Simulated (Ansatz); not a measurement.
Tunnelling through a barrier is set by its complex band structure: the current falls as exp(−2κd) with the smallest κ.

```
CELL_PARAMETERS angstrom
      2.51783     0.00000     0.00000
      0.00000     2.51783     0.00000
      1.25892    -1.25892     1.78038
ATOMIC_POSITIONS crystal
  C  0.50000 0.50000 0.00000
  C  0.25000 0.25000 0.50000
```

The cell is taken as given.

Transport runs along the normal of the first two printed cell vectors, the (001) plane of the conventional cell.

No gap correction and no spin-orbit coupling; mid-gap is the computed energy nearest the middle.

Problem. Predict the band gap and the smallest decay constant κ at mid-gap from r2SCAN in Ansatz (an electronic-structure program).

Solution. Gap 4.37 eV on a 16×16×16 mesh; κ = 0.302 1/Å, at the zone centre.
